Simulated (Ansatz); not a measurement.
Take BaHfO3 in the cubic perovskite structure (space group Pm-3m, No. 221; a = 4.2062 Å) as the base.

Calculations: PBE in Ansatz (plane waves to 420 eV, PAW, no SOC).

Before the change:

| Property | Result |
|---|---|
| Band gap | 3.62 eV |
| Electron mass | 0.35, 0.35, 2.3 mₑ (at Γ) |
| Gap character | indirect, R → Γ |
| Lattice parameter a | 4.206 Å |

Perturbation: hydrostatic tension (pressure −1 GPa).

What does the calculation give for the band gap after the change?

The band gap falls by 0.01 eV to 3.61 eV.

What happens to the electron mass?

The electron mass (degenerate bands, along [100]) stays 0.35, 0.35, 2.3 mₑ (at Γ).

What happens to the gap character?

The gap character stays indirect, R → Γ.

Estimate the effect on the lattice parameter a.

The lattice parameter a rises by 0.009 Å to 4.215 Å.

Spin-orbit coupling, missing from the scalar runs, can matter with Hf. Load acts through the strain it causes; cell and atoms are relaxed under it. Effective masses come from finite differences of ±0.01 Å⁻¹. Stability against distortions was not tested. The base started in P4mm and relaxed to Pm-3m at this level.

Ansatz is a quantum-chemistry and plane-wave program.
